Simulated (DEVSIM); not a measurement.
Si p+/n-/n+ power diode

Device: Si p+/n-/n+ power diode, at 300 K.

| layer (left to right) | material | thickness (μm) | Nd (cm⁻³) | Na (cm⁻³) | τn (s) | τp (s) |
|---|---|---|---|---|---|---|
| 1 | Si | 0.970 | - | 1.1e18 | 1.7e-7 | 1.7e-7 |
| 2 | Si | 44.0 | 4e15 | - | 1.7e-7 | 1.7e-7 |
| 3 | Si | 1.00 | 1.5e18 | - | 1.7e-7 | 1.7e-7 |

Left contact: ohmic. Right contact: ohmic. Voltage is applied to the left contact. Recombination: SRH at mid-gap, radiative, Auger. Mobility is μmin + (μ − μmin)/(1 + (N/Nref)^α).

This is a model device: material constants are rounded textbook-type values typed into the input, and sizes, dopings and lifetimes were drawn at random. Values at 300 K.

```csv
parameter,Si
gap (eV),1.124
affinity (eV),4.05
permittivity,11.7
Nc (cm⁻³),2.86e19
Nv (cm⁻³),3.1e19
μn (cm²/Vs),1417
μp (cm²/Vs),470
"μn,min",52
"μp,min",45
"Nref,n",9.7e16
"Nref,p",2.2e17
αn,0.68
αp,0.72
B (cm³/s),4.7e-15
Cn (cm⁶/s),2.8e-31
Cp (cm⁶/s),9.9e-32
```

Simulated with DEVSIM: 1D drift-diffusion, Boltzmann statistics, complete ionisation; no tunnelling, impact ionisation, image-force lowering or self-heating.

```yaml
potential_step_across_the_device_at_zero_bias: 0.961 V
Dark forward voltage at 1 A/cm²: 0.628 V
Dark forward voltage at 100 A/cm²: 0.838 V
```

Dark reverse current:

```json
[
 {"V (V)": "-2.00", "J (A/cm²)": "-2.9e-7"},
 {"V (V)": "-5.00", "J (A/cm²)": "-5.1e-7"},
 {"V (V)": "-10.00", "J (A/cm²)": "-7.7e-7"},
 {"V (V)": "-15.00", "J (A/cm²)": "-9.8e-7"},
 {"V (V)": "-20.00", "J (A/cm²)": "-1.1e-6"},
 {"V (V)": "-30.00", "J (A/cm²)": "-1.4e-6"},
 {"V (V)": "-40.00", "J (A/cm²)": "-1.7e-6"},
 {"V (V)": "-50.00", "J (A/cm²)": "-1.9e-6"}
]
```

Dark forward current:

```json
[
 {"V (V)": "0.05", "J (A/cm²)": "4.1e-8"},
 {"V (V)": "0.10", "J (A/cm²)": "1.5e-7"},
 {"V (V)": "0.15", "J (A/cm²)": "4.5e-7"},
 {"V (V)": "0.20", "J (A/cm²)": "1.3e-6"},
 {"V (V)": "0.25", "J (A/cm²)": "4.2e-6"},
 {"V (V)": "0.30", "J (A/cm²)": "1.4e-5"},
 {"V (V)": "0.35", "J (A/cm²)": "5.9e-5"},
 {"V (V)": "0.40", "J (A/cm²)": "0.00029"},
 {"V (V)": "0.45", "J (A/cm²)": "0.0017"},
 {"V (V)": "0.50", "J (A/cm²)": "0.011"},
 {"V (V)": "0.60", "J (A/cm²)": "0.42"},
 {"V (V)": "0.65", "J (A/cm²)": "2.0"},
 {"V (V)": "0.70", "J (A/cm²)": "6.3"},
 {"V (V)": "0.75", "J (A/cm²)": "17"},
 {"V (V)": "0.80", "J (A/cm²)": "47"},
 {"V (V)": "0.85", "J (A/cm²)": "130"},
 {"V (V)": "0.90", "J (A/cm²)": "320"},
 {"V (V)": "0.95", "J (A/cm²)": "730"},
 {"V (V)": "1.00", "J (A/cm²)": "1400"},
 {"V (V)": "1.05", "J (A/cm²)": "2500"}
]
```
